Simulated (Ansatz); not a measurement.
The starting structures come from a database of crystals and need not be the phases stable at ambient conditions.

By PBEsol, the system below comes out a metal.

The ballistic (Sharvin) conductance counts the channels at the Fermi level: G/A = (e²/h) × channels of both spins per area.

Data:

```xyz
8
Lattice="6.2658 0.0000 0.0000 -3.1329 5.4264 0.0000 0.0000 0.0000 4.5946" Properties=species:S:1:pos:R:3 pbc="T T T"
Y      0.0000     3.6176     3.4460
Y      3.1329     1.8088     1.1487
Al     1.7682     4.6385     1.1487
Al     1.3647     0.7879     3.4460
Al     3.1329     3.8506     3.4460
Al     0.0000     1.5758     1.1487
Al    -1.7682     4.6385     1.1487
Al     4.9011     0.7879     3.4460
```

The cell is taken as given; by PBEsol it stands under a pressure of -1.0 GPa.

The current flows along the normal of the first two printed cell vectors, the (001) plane of the conventional cell. No spin-orbit coupling; the value is a mean over 0.1 eV about the Fermi level.

Task: Predict the ballistic conductance per area from PBEsol (Ansatz, a first-principles code).

Result: 0.58 × 10¹⁵ S/m² for both spins.
